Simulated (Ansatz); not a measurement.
The parent structure is Rb$_{2}$LiTlBr$_{6}$ (space group Fm-3m, No. 225; a = 10.814 Å; a cell from a computed database, its experimental status unchecked). Axes: x, y, z lie along the cube axes.

Calculations: Kohn–Sham DFT with the PBEsol functional, run in Ansatz (a quantum-chemistry and plane-wave program) with PAW and 420 eV plane waves, scalar-relativistic without spin-orbit coupling, earlier PAW set.

A first run, uniaxial strain ε_zz = −1.49 %, gives secant values C11 ≈ 38 GPa and C12 ≈ 13 GPa from its stress. A second run applies isotropic strain −1.24 %.

**Question.** What does linear elasticity predict for the bulk modulus −ΔP/(ΔV/V₀) in the second run, and what does the run give?

**Answer.** Linear elasticity: (C11 + 2 C12)/3 = 21 GPa. The run gives 23 GPa; any difference comes from nonlinear terms at these strains and numerical noise.

No phonon test of stability was made.
